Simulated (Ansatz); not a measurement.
Consider the following.

```xyz
2
Lattice="4.1944 0.0000 0.0000 2.0972 3.6324 0.0000 2.0972 -1.2108 3.4022" Properties=species:S:1:pos:R:3 pbc="T T T"
In     0.0000     0.0000    -0.0037
P      4.1944     0.0000     2.5553
```

No spin polarisation.

Computed with r2SCAN (Ansatz, an electronic-structure program), spin-orbit coupling left out. Γ-centred 10×10×10 mesh, Fermi–Dirac width 0.05 eV.

### Question
Predict the electron mass and valence-band top at Γ.

### Answer
* **Electron mass**: 0.071 mₑ (at Γ)
* **Valence-band top at Γ (three highest levels, from the VBM)**: 0.00, -0.04, -0.04 eV

The levels and masses belong to the bands next to the band gap. The cells carry an imposed strain or load. Effective masses come from finite differences of ±0.01 Å⁻¹. Stability against distortions was not tested. The cell was made from InP in the zinc blende structure (space group F-43m, No. 216) by this change: biaxial strain +0.42 %, plane normal [111], relaxed out of plane.
